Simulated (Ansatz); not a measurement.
SnSe (model structure, started from the GeS type, Pnma, No. 62, 8 atoms in the cell) was calculated with LDA in Ansatz (plane waves, PAW).

Settings: plane-wave cutoff 520 eV, 4×8×8 k mesh (along the axes of the cell as run), Fermi–Dirac smearing 0.01 eV, scalar-relativistic PAW data made under PBE.

Cell (relaxed at this level):

SnSe is modelled in the orthorhombic space group Pnma (No. 62), Pearson symbol oP8. Cell: a = 11.3092 Å, b = 4.1138 Å, c = 4.3201 Å, α = β = γ = 90.00°. Sn on 4c has 3 Se at 2.737–2.782 Å and 3 Se at 3.226–3.364 Å. Se on 4c is surrounded by 3 Sn at 2.737–2.782 Å and 3 Sn at 3.226–3.364 Å. (Neighbours: up to the widest gap in distance over summed covalent radii, below 1.35, at either atom; cation-cation and far metal-metal contacts left out.)

Problem. Estimate the band gap, direct gap at Γ and bulk modulus that the calculation returns.

Solution. 
* **band gap**: 0.44 eV (on the SCF k mesh)
* **direct gap at Γ**: 1.09 eV
* **bulk modulus**: 40.9 GPa

Note: the bulk modulus is −V dP/dV from two relaxed cells at ±2 % in volume.

Spin–orbit coupling is not included.

Static lattice: no zero-point or thermal effects.

Computing time: roughly 12 core-minutes.

A model structure was made by putting elements into a prototype or built by hand; here it ended with the formula and space group of a phase in our tables.

Ansatz is a quantum-chemistry and plane-wave program.
